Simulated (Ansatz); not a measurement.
Take Hf in the hcp (Mg type) structure (space group P6_3/mmc, No. 194; a = 3.1983 Å, c = 5.0488 Å; relaxed with 0.1 eV smearing) as the base. Axes: x lies along a and z along c of the hexagonal cell.

Structures relaxed with r2SCAN/PAW in Ansatz (a program for electronic structure), no spin-orbit coupling.

Base:

Simulated powder pattern, Cu Kα1, λ = 1.54056 Å (kinematic, ideal powder, no thermal factors, no anomalous dispersion; the 14 strongest lines at most, above 2 %, up to 2θ = 90°):

```json
[
 {"2θ (°)": "32.29", "I/Imax (%)": "24", "hkl": "(100)"},
 {"2θ (°)": "35.53", "I/Imax (%)": "25", "hkl": "(002)"},
 {"2θ (°)": "36.99", "I/Imax (%)": "100", "hkl": "(101)"},
 {"2θ (°)": "48.77", "I/Imax (%)": "16", "hkl": "(102)"},
 {"2θ (°)": "57.59", "I/Imax (%)": "19", "hkl": "(110)"},
 {"2θ (°)": "64.76", "I/Imax (%)": "20", "hkl": "(103)"},
 {"2θ (°)": "67.59", "I/Imax (%)": "3.0", "hkl": "(200)"},
 {"2θ (°)": "69.53", "I/Imax (%)": "22", "hkl": "(112)"},
 {"2θ (°)": "70.44", "I/Imax (%)": "16", "hkl": "(201)"},
 {"2θ (°)": "75.22", "I/Imax (%)": "2.9", "hkl": "(004)"},
 {"2θ (°)": "78.75", "I/Imax (%)": "3.9", "hkl": "(202)"},
 {"2θ (°)": "84.23", "I/Imax (%)": "3.4", "hkl": "(104)"}
]
```

The change: biaxial strain +3.00 %, plane normal [001], relaxed out of plane (Cartesian); in-plane vectors clamped, the third vector and the atoms free.

After the change:

Simulated powder pattern, Cu Kα1, λ = 1.54056 Å (kinematic, ideal powder, no thermal factors, no anomalous dispersion; the 14 strongest lines at most, above 2 %, up to 2θ = 90°):

```csv
2θ (°),I/Imax (%),hkl
31.33,24,(100)
36.23,22,(002)
36.31,100,(101)
48.64,15,(102)
55.76,20,(110)
65.22,19,(103)
65.37,3.1,(200)
68.33,22,(112)
68.38,16,(201)
76.91,2.6,(004)
77.09,3.9,(202)
85.37,3.1,(104)
```

The indices refer to the base's conventional cell; one index is shown for lines that coincide.

Stability against distortions was not tested. The final runs are not spin-polarised.
